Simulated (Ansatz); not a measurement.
MgO (P6₃/mmc, No. 194; start mp-1065577; another space group than a measured phase of this formula) was calculated with G0W0@PBEsol (hard PAW, contour deformation; Ansatz, an electronic-structure program).

The cell is the one relaxed with PBEsol. Conventional cell: a = 3.4940 Å, b = 3.4940 Å, c = 4.1940 Å, α = 90.00°, β = 90.00°, γ = 120.00°.

The quasiparticle gap at Γ at a fixed k mesh 3×3×2:

```json
[
 {"response cutoff": "150 eV, 340 empty bands", "value (eV)": "5.550"},
 {"response cutoff": "200 eV, 523 empty bands", "value (eV)": "5.668"},
 {"response cutoff": "250 eV, 731 empty bands", "value (eV)": "5.734"},
 {"response cutoff": "300 eV, 961 empty bands", "value (eV)": "5.777"}
]
```

Q: Taking the value to converge with the response cutoff E as E^(−3/2), extrapolate from the last two rows.

A: With y = y∞ + c/w and weights w = 3953 and 5196 for the last two rows, y∞ = (w2 y2 − w1 y1)/(w2 − w1) = (5196 × 5.777 − 3953 × 5.734)/1243 = 5.914 eV, which lies 0.137 beyond the last row. Successive pairs of rows give 5.887, 5.900, 5.914. The limit also hangs on the law assumed, so its last digits aren't firm.

The other settings are not extrapolated, so this is the limit in one setting alone.

A start named mp-… is a Materials Project structure, which can be a computed phase never made.
